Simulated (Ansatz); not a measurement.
The starting structures come from a database of crystals and need not be the phases stable at ambient conditions.

 Where the default PAW files enter, the runs use the earlier of Ansatz's two default sets.

By PBEsol, the system below comes out a metal.

Data:

```xyz
9
Lattice="4.9392 0.0000 0.0000 0.0000 5.2966 0.0000 0.0000 -2.6483 4.5870" Properties=species:S:1:pos:R:3 pbc="T T T"
Ta     1.2169     1.7647     3.0566
Ta     3.7223     0.8835     1.5303
Ta     1.2169    -0.8835     1.5303
Ta     3.7223    -1.7647     3.0566
Ta     1.2169     1.7671     0.0000
Ta     3.7223     0.8812     4.5870
N      2.4696     0.0000     3.0580
N      2.4696     2.6483     1.5290
N      0.0000     0.0000     0.0000
```

Space group of this cell: P-31m. The cell is taken as given; by PBEsol its mean pressure is -5.3 GPa.

The current flows along the normal of the first two printed cell vectors, the (100) plane of the conventional cell. No spin-orbit coupling; the value is a mean over 0.1 eV about the Fermi level.

Question: State the ballistic conductance per area according to PBEsol (Ansatz, a first-principles code).

Answer: 0.37 × 10¹⁵ S/m² for both spins.
